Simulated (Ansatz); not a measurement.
Level of theory: PBE (plane waves to 420 eV, PAW; Ansatz, an electronic-structure program).

Planar average of the electrostatic potential across the slab, in eV from the Fermi level, for a constructed model of the (111) surface of diamond, (√3x√3)R30° Ge adatom at H3 (bottom of the slab: 3 H on 3 bottom sites):

| z (Å) | V (eV) |
|---|---|
| 3.68 | 2.45 |
| 3.97 | 2.45 |
| 4.25 | 2.45 |
| 4.53 | 2.45 |
| 4.82 | 2.45 |
| 5.10 | 2.45 |
| 5.38 | 2.45 |
| 5.67 | 2.45 |
| 5.95 | 2.44 |
| 6.23 | 2.43 |
| 6.52 | 2.41 |
| 6.80 | 2.35 |
| 7.08 | 2.22 |
| 7.37 | 1.91 |
| 7.65 | 1.19 |
| 7.93 | -1.25 |
| 8.22 | -2.41 |
| 8.50 | -1.35 |
| 8.78 | -6.03 |
| 9.07 | -14.12 |
| 9.35 | -20.16 |
| 9.63 | -20.32 |
| 9.92 | -14.57 |
| 10.20 | -6.72 |
| 10.48 | -2.25 |
| 10.77 | -4.72 |
| 11.05 | -12.37 |
| 11.33 | -19.28 |
| 11.62 | -21.13 |
| 11.90 | -16.55 |
| 12.18 | -8.76 |
| 12.47 | -2.64 |
| 12.75 | -3.11 |
| 13.03 | -9.88 |
| 13.32 | -17.61 |
| 13.60 | -21.36 |
| 13.88 | -18.21 |
| 14.17 | -10.54 |
| 14.45 | -3.15 |
| 14.73 | -1.51 |
| 15.02 | -6.42 |
| 15.30 | -14.89 |
| 15.58 | -21.29 |
| 15.87 | -20.05 |
| 16.15 | -12.13 |
| 16.43 | -3.79 |
| 16.72 | -0.29 |
| 17.00 | -0.99 |
| 17.28 | -2.44 |
| 17.57 | -3.14 |
| 17.85 | -2.37 |
| 18.13 | -0.47 |
| 18.42 | 1.82 |
| 18.70 | 3.17 |
| 18.98 | 3.80 |
| 19.27 | 4.09 |
| 19.55 | 4.24 |
| 19.83 | 4.30 |
| 20.12 | 4.33 |
| 20.40 | 4.35 |
| 20.68 | 4.35 |
| 20.97 | 4.36 |
| 21.25 | 4.36 |
| 21.53 | 4.36 |
| 21.82 | 4.36 |

Slab: 28 atoms, 9.3 Å thick at the start with caps and adatoms (thin: gaps and levels are the slab's own); k 7x7x1, smearing 0.025 eV, dipole-corrected; 6 atoms held, the rest relaxed; held to the start's symmetry, so lower structures may exist; spin-polarised, ending with about 0.2 μB a cell, a value that depends on the mesh; orders that need a larger cell were not tried, no spin-orbit, no U. The slab shows no gap on its mesh. In PBE it lies 0.12 eV a 1x1 cell over the lowest computed structure of the same composition ((√3x√3)R30° Ge adatom at T4).

Task: The surface cell has an area of 16.57 Å². What dipole along the normal does the step between the two vacuum levels imply?

Result: the top vacuum level lies 1.91 eV above the bottom one; p = −ε₀ A ΔV (ε₀ = 0.005526 e/(V·Å)) gives -0.17 e·Å a cell.
